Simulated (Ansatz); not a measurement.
Base system: Cs in the bcc (W type) structure (space group Im-3m, No. 229).

```yaml
crystal:
  lattice:
    - [-3.13761, 3.13761, 3.13761]
    - [3.13761, -3.13761, 3.13761]
    - [3.13761, 3.13761, -3.13761]
  atoms:
    - { symbol: Cs, position: [0.00000, 0.00000, 0.00000] }
```

The values are results of r2SCAN (Ansatz, an electronic-structure program, PAW, without spin-orbit coupling), not measurements.

Base values:

- Lattice parameter a: 11.858 bohr

Now apply this change: full substitution Cs → Sr, then cell and atoms are relaxed.

Tabulated Pauling electronegativity and covalent radius: Cs 0.79, 2.44 Å; Sr 0.95, 1.95 Å.

**Question.** Estimate the effect on the lattice parameter a.

**Answer.** The lattice parameter a falls by 2.760 bohr to 9.098 bohr.

No phonon test of stability was made. All final runs are without spin polarisation. This is not the structure that Sr has at room temperature and ambient pressure.
